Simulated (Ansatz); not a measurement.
An Ansatz (a first-principles code) run: Mg; PBE (Ansatz, PAW, no spin-orbit coupling), earlier PAW set.

Input:

Ansatz 0.2 input:
```yaml
crystal:
  lattice:
    - [3.1861641255, 0, 0]
    - [-1.5930820628, 2.7592990733, 0]
    - [0, 0, 5.2234923269]
  atoms:
    - { symbol: Mg, position: [0.3333333333, 0.6666666667, 0.75] }
    - { symbol: Mg, position: [0.6666666667, 0.3333333333, 0.25] }
basis: { ecutwfc: 420, ecutrho_ratio: 4, xc_grid: 2, fft_grid_basis: typed }
kpoints: { mp_grid: { grid: [17, 17, 9] } }
hamiltonian:
  xc: pbe
  dispersion: none
  pseudopotentials: { azcp: { folder: ./paw }, kind: paw }
scf: { occupations: { method: fermi_dirac, width: 0.05 }, convergence: { dr2_threshold: 0.0000000002 } }
output: { forces: true, stress: true }
checkpoint: { write: state.ck, write_every: 1000 }
```

Output (explanatory and most iteration lines left out):

```
Pseudopotential: Mg, paw, valence charge 10
Crystal: 2 atoms, lattice volume = 45.923 Å³
Basis set: ecut = 420 eV, 893 PW (Γ), exchange–correlation on 48×48×72 points (8 copies of the dense FFT grid, shifted against one another)
Bands: 14, of which v1, the nominal top of the filled ones, is band 10 counted from 1 (9 counted from 0)
Symmetry: 24 space group operations
Space group: P63/mmc (ITA 194), of the structure as read, at distance tolerance 3.6e-5 Å
k-points: 165 of 2601
Functional: x = pbe(κ = 0.804, μ = 0.2195149727645171), c = pbe(β = 0.06672455060314922)
SCF iter   1: F=—  HF=-3847.620969 eV  |F-HF|=—  |Δ(HF+E_count)|=         —  Δρ=1.32e-2  dr2=1.08e-1  ethr=3.10e-3  ⟨swp⟩=6.0  Hψ=12414  notcnv=0
SCF iter   2: F=—  HF=-3847.620539 eV  |F-HF|=—  |Δ(HF+E_count)|=   4.30e-4  Δρ=9.52e-3  dr2=5.69e-2  ethr=5.38e-4  ⟨swp⟩=2.0  Hψ=4227  notcnv=0
SCF 1 converged in 7 iterations: F = -3847.609783 eV  dr2 = 8.12e-14
SCF converged after 7 iterations
Free energy (F): -3847.609783 eV
Internal energy: -3847.604333 eV  (E = F + TS)
E sigma→0 (E₀):  -3847.607058 eV
Entropy (-TS):   -0.005451 eV (-2.725 meV/atom)
Fermi energy:    5.632708 eV
--- Forces (eV/Å), atoms counted from 1 ---
  atom   1  Mg     0.00000000    -0.00000000     0.00000000
  atom   2  Mg     0.00000000     0.00000000    -0.00000000
--- Stress (GPa, compression-positive) ---
        0.003216      -0.000000       0.000000
       -0.000000       0.003216       0.000000
        0.000000       0.000000       0.003218
  P = ⅓ Tr σ = 0.0032 GPa (0.032 kbar)
```

Whether these cells are dynamically stable was not tested. The cell is Mg in the hcp (Mg type) structure (space group P6_3/mmc, No. 194).
